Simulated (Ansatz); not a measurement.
Consider interstitial Cl in monoclinic HfO2, charge state -1. Calculation: PBE, PAW (plane waves to 420 eV; Ansatz, an electronic-structure program).

96-site cell at the relaxed PBE lattice, the Γ point alone, smearing 0.01 eV, spin-restricted, no finite-size correction. Static, classical nuclei. Spin-orbit coupling is left out. The charge state is imposed; whether it is stable for some Fermi level was not computed. Sites that were not tried may lie lower.

Barriers: single points on a 2×2×2 k-point mesh shifted by half a step at the bands' geometries.

Relaxed starting cell (atoms counted from 1):

```
CELL_PARAMETERS angstrom
     10.32305     0.00000     0.00000
      0.00000    10.42402     0.00000
     -1.79660     0.00000    10.55307
ATOMIC_POSITIONS crystal
  Hf 0.13665 0.22315 0.36057
  Hf 0.13946 0.23694 0.85640
  Hf 0.13598 0.73177 0.34770
  Hf 0.13898 0.71991 0.86110
  Hf 0.63769 0.23153 0.35308
  Hf 0.63770 0.22861 0.85282
  Hf 0.64066 0.72825 0.35506
  Hf 0.63577 0.73121 0.85455
  Hf 0.36316 0.27144 0.14820
  Hf 0.36073 0.26771 0.64514
  Hf 0.36517 0.77279 0.14596
  Hf 0.36295 0.77377 0.64257
  Hf 0.86232 0.26983 0.14448
  Hf 0.85945 0.27496 0.64364
  Hf 0.86390 0.77973 0.13177
  Hf 0.86166 0.76695 0.66317
  Hf 0.35942 0.47879 0.39828
  Hf 0.36491 0.47916 0.89679
  Hf 0.36678 0.98003 0.39665
  Hf 0.35918 0.97736 0.89450
  Hf 0.86370 0.47902 0.39423
  Hf 0.86170 0.47872 0.89752
  Hf 0.85585 0.98131 0.38026
  Hf 0.87454 0.97840 0.87658
  Hf 0.13863 0.02188 0.10360
  Hf 0.11850 0.02443 0.62144
  Hf 0.13878 0.51936 0.10892
  Hf 0.13790 0.51974 0.60608
  Hf 0.63761 0.02228 0.09640
  Hf 0.64438 0.02242 0.60256
  Hf 0.63972 0.52251 0.10514
  Hf 0.63542 0.52208 0.60325
  O  0.02863 0.08037 0.43599
  O  0.04026 0.08877 0.91959
  O  0.03764 0.57707 0.41484
  O  0.04075 0.57129 0.92989
  O  0.53733 0.08950 0.42590
  O  0.53050 0.08713 0.92219
  O  0.53074 0.58804 0.42431
  O  0.53294 0.58745 0.92654
  O  0.46848 0.41400 0.07697
  O  0.46433 0.41290 0.57538
  O  0.46771 0.91290 0.07207
  O  0.47539 0.91454 0.57607
  O  0.96610 0.41326 0.08086
  O  0.96224 0.41892 0.57428
  O  0.96672 0.92202 0.06169
  O  0.94399 0.96164 0.68664
  O  0.46704 0.33766 0.32653
  O  0.46568 0.33531 0.82565
  O  0.47232 0.83947 0.32315
  O  0.46434 0.83678 0.82448
  O  0.96263 0.32777 0.32950
  O  0.96248 0.33420 0.82877
  O  0.97250 0.85938 0.29147
  O  0.95503 0.80023 0.85354
  O  0.03284 0.16048 0.17850
  O  0.04222 0.18971 0.67042
  O  0.03432 0.66746 0.16808
  O  0.02831 0.64314 0.69325
  O  0.53347 0.16380 0.17408
  O  0.53212 0.16324 0.67313
  O  0.53503 0.66316 0.17649
  O  0.53132 0.66361 0.67458
  O  0.22286 0.36802 0.49018
  O  0.22747 0.37222 0.99226
  O  0.24495 0.86569 0.47992
  O  0.22474 0.87069 0.98719
  O  0.72154 0.37418 0.48727
  O  0.72429 0.37266 0.98773
  O  0.73513 0.87760 0.48501
  O  0.72431 0.87472 0.98274
  O  0.27744 0.12916 0.01515
  O  0.27185 0.12567 0.51501
  O  0.27725 0.62790 0.01508
  O  0.27321 0.62548 0.51465
  O  0.77549 0.13077 0.00683
  O  0.77894 0.13367 0.50565
  O  0.77485 0.62815 0.01029
  O  0.77244 0.63106 0.51396
  O  0.27524 0.12273 0.26520
  O  0.27063 0.12054 0.76451
  O  0.27566 0.62267 0.26383
  O  0.27742 0.62186 0.76349
  O  0.77320 0.12073 0.25560
  O  0.77124 0.12671 0.75710
  O  0.77782 0.62340 0.26255
  O  0.77056 0.61881 0.76280
  O  0.22382 0.37693 0.24258
  O  0.22640 0.38100 0.74039
  O  0.22890 0.87985 0.23364
  O  0.22250 0.87616 0.73800
  O  0.72557 0.37865 0.23714
  O  0.72295 0.38001 0.73744
  O  0.72369 0.87781 0.23143
  O  0.71624 0.87481 0.73696
  Cl 0.01452 0.81686 0.52092
```
Cell charge -1.

End state 1 differs by these moves (Å; atoms that move under 0.08 Å are left out):

```
atom  element     Δx     Δy     Δz
----  -------  -----  -----  -----
1          Hf   0.04   0.07  -0.05
2          Hf  -0.05  -0.08   0.03
3          Hf   0.13   0.00   0.02
4          Hf   0.00   0.09  -0.09
15         Hf   0.00   0.02   0.11
16         Hf   0.04   0.07  -0.23
23         Hf   0.13   0.05   0.13
24         Hf  -0.16  -0.02   0.09
25         Hf  -0.16  -0.10   0.07
26         Hf   0.21   0.03  -0.12
33          O   0.06   0.19  -0.01
34          O  -0.11  -0.03   0.05
35          O   0.21  -0.24  -0.04
36          O  -0.08   0.19  -0.03
44          O  -0.09   0.01   0.00
47          O   0.09  -0.31  -0.21
48          O   0.31  -0.22  -1.01
55          O   0.26   0.56  -0.26
56          O   0.20   0.37  -0.42
57          O   0.01   0.07  -0.07
58          O  -0.06  -0.15   0.08
59          O  -0.04   0.00   0.13
60          O   0.11   0.20  -0.23
67          O  -0.24   0.10   0.08
71          O  -0.17  -0.02   0.03
73          O  -0.07  -0.04   0.02
76          O   0.06   0.08  -0.04
80          O  -0.09  -0.07   0.01
87          O  -0.05  -0.10  -0.05
91          O   0.06  -0.06   0.03
96          O   0.07   0.05   0.00
97         Cl  -0.63  -0.62  -1.00
```

### Question
Give the forward and backward barriers to end state 1 at the level PBE, PAW.

### Answer
forward 0.38 eV, backward 0.32 eV; at the saddle point atom 97 has neighbours Hf at 2.40, 2 Hf at 2.49; O at 2.38, 2 O at 2.60, O at 2.63, 2 O at 2.72, O at 2.86 Å. The program found a first-order saddle point.
